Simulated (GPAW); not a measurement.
**A self-consistent single point of VH (Fm-3m, 2 atoms in the cell) with GPAW**

Level of theory: PBEsol, GPAW PAW datasets PBEsol (made by gpaw-setup) (plane waves; GPAW).

Input:

```python
from ase import Atoms
from ase.units import GPa
from gpaw import GPAW

atoms = Atoms(['V', 'H'],
              cell=[[0.000000, 1.963755, 1.963755],
                    [1.963755, 0.000000, 1.963755],
                    [1.963755, 1.963755, 0.000000]],
              scaled_positions=[[0.000000, 0.000000, 0.000000],
                                [0.500000, 0.500000, 0.500000]],
              pbc=True)

calc = GPAW(mode={'name': 'pw', 'ecut': 850},
            xc='PBEsol',
            kpts={'size': (14, 14, 14), 'gamma': True},
            occupations={'name': 'methfessel-paxton', 'width': 0.1, 'order': 0},
            nbands=-8,
            convergence={'density': 1e-05},
            symmetry={'symmorphic': False, 'tolerance': 0.0005},
            maxiter=150,
            txt='-')

atoms.calc = calc

energy = atoms.get_potential_energy()
print('Energy (eV):', round(energy, 6))
forces = atoms.get_forces()
print('Forces (eV/Ang):')
print(forces.round(5))
stress = atoms.get_stress()
print('Stress (GPa, Voigt):', (stress / GPa).round(4))
```

Output, abridged:

```
Input parameters:
  convergence: {density: 1e-05}
  kpts: {gamma: True,
         size: (14, 14, 14)}
  maxiter: 150
  mode: {ecut: 850,
         name: pw}
  nbands: -8
  occupations: {name: methfessel-paxton,
                order: 0,
                width: 0.1}
  symmetry: {symmorphic: False,
             tolerance: 0.0005}
  xc: PBEsol

species:
  V:
    name: Vanadium
    Z: 23.0
    valence: 13
    core: 10
    charge: 0.0
    file: V.PBEsol.gz

    # Using partial waves for V as LCAO basis

  H:
    name: Hydrogen
    Z: 1.0
    valence: 1
    core: 0
    charge: 0.0
    file: H.PBEsol.gz

    # Using partial waves for H as LCAO basis

Reference energy: -25804.982954  # eV

Spin-paired calculation

Convergence criteria:
 Maximum [total energy] change in last 3 cyles: 0.0005 eV / valence electron
 Maximum integral of absolute [dens]ity change: 1e-05 electrons / valence electron
 Maximum integral of absolute [eigenst]ate change: 4e-08 eV^2 / valence electron
 Maximum number of scf [iter]ations: 150

Symmetries present (total): 48
Symmetries with fractional translations: 0
2744 k-points: 14 x 14 x 14 Monkhorst-Pack grid + [1/28,1/28,1/28]
104 k-points in the irreducible part of the Brillouin zone
       k-points in crystal coordinates                weights
   0:     0.00000000    0.00000000    0.00000000          1/2744
   1:     0.07142857    0.07142857    0.00000000          6/2744
   2:     0.07142857    0.07142857    0.07142857          8/2744
   [... 7 lines left out ...]
          ...
 103:     0.50000000    0.50000000    0.50000000          4/2744

Wave functions: Plane wave expansion
  Cutoff energy: 850.000 eV
  Number of coefficients (min, max): 840, 881
  Pulay-stress correction: 0.000000 eV/Ang^3 (de/decut=0.000000)

Occupation numbers: Methfessel-Paxton:
  width: 0.1000  # eV
  order: 0

Eigensolver

Densities:
  Coarse grid: 20*20*20 grid
  Fine grid: 40*40*40 grid
  Total Charge: 0.000000

Density mixing:
  Method: separate
  Backend: pulay
  Linear mixing parameter: 0.05
  old densities: 5
  Damping of long wavelength oscillations: 50

Hamiltonian:
  XC and Coulomb potentials evaluated on a 40*40*40 grid
  External potential:
    NoExternalPotential

XC parameters: PBEsol with 2 nearest neighbor stencil

Number of atoms: 2
Number of atomic orbitals: 14
Number of bands in calculation: 15
Number of valence electrons: 14
Bands to converge: occupied

Density initialized from atomic densities
  14 bands from LCAO basis set
  1 band from random numbers

Atomic positions and initial magnetic moments

Positions:
   0 V      0.000000    0.000000    0.000000    ( 0.0000,  0.0000,  0.0000)
   1 H      1.963755    1.963755    1.963755    ( 0.0000,  0.0000,  0.0000)

Unit cell:
           periodic     x           y           z      points  spacing
  1. axis:    yes    0.000000    1.963755    1.963755    20     0.1134
  2. axis:    yes    1.963755    0.000000    1.963755    20     0.1134
  3. axis:    yes    1.963755    1.963755    0.000000    20     0.1134

  Lengths:   2.777169   2.777169   2.777169
  Angles:   60.000000  60.000000  60.000000

Effective grid spacing dv^(1/3) = 0.1237

     iter     time        total  log10-change:
                         energy   eigst   dens
iter:   1 --:--:--   -13.450824
iter:   2 --:--:--   -13.347850   -0.83  -1.35
iter:   3 --:--:--   -13.064554   -1.26  -1.40
iter:   4 --:--:--   -13.052884   -3.22  -1.76
iter:   5 --:--:--   -13.002627   -2.62  -1.78
iter:   6 --:--:--   -13.004679   -3.46  -2.58
iter:   7 --:--:--   -13.003357c  -5.24  -2.54
iter:   8 --:--:--   -13.001491c  -4.22  -2.67
iter:   9 --:--:--   -13.001458c  -5.92  -3.50
iter:  10 --:--:--   -13.001448c  -6.56  -3.84
iter:  11 --:--:--   -13.001448c  -8.24c -4.86
iter:  12 --:--:--   -13.001448c -10.81c -5.46c

Converged after 12 iterations.

Dipole moment: (-0.000000, 0.000000, 0.000000) |e|*Ang

Energy contributions relative to reference atoms: (reference = -25804.982954)

Kinetic:         +0.504278
Potential:       -1.197065
External:        +0.000000
XC:             -12.438488
Entropy (-ST):   -0.006416
Local:           +0.133035
SIC:             +0.000000
--------------------------
Free energy:    -13.004656
Extrapolated:   -13.001448

Showing only first 2 kpts
 Kpt  Band  Eigenvalues  Occupancy
  0     5      9.62448    1.77168
  0     6      9.62448    1.77168
  0     7      9.62448    1.77168
  0     8     11.11863    0.00000

  1     5      9.46451    1.99947
  1     6      9.71923    0.89239
  1     7      9.71923    0.89239
  1     8     10.92414    0.00000

Fermi level: 9.70967

No gap
No difference between direct/indirect transitions
Energy (eV): -13.001448

Forces in eV/Ang:
  0 V    -0.00000    0.00000    0.00000
  1 H    -0.00000    0.00000    0.00000

Stress tensor:
     0.017719     0.000000    -0.000000
     0.000000     0.017719    -0.000000
    -0.000000    -0.000000     0.017719
Stress (GPa, Voigt): [ 2.8389  2.8389  2.8389 -0.     -0.      0.    ]
```

The run converged in 12 iterations. GPAW prints stress with tension positive.

The starting cell comes from a database of computed structures (which also holds hypothetical and non-ambient phases and stackings), without a prior relaxation at this level. Spin polarisation is off.

Cost on one core of a shared machine: roughly 30 s.
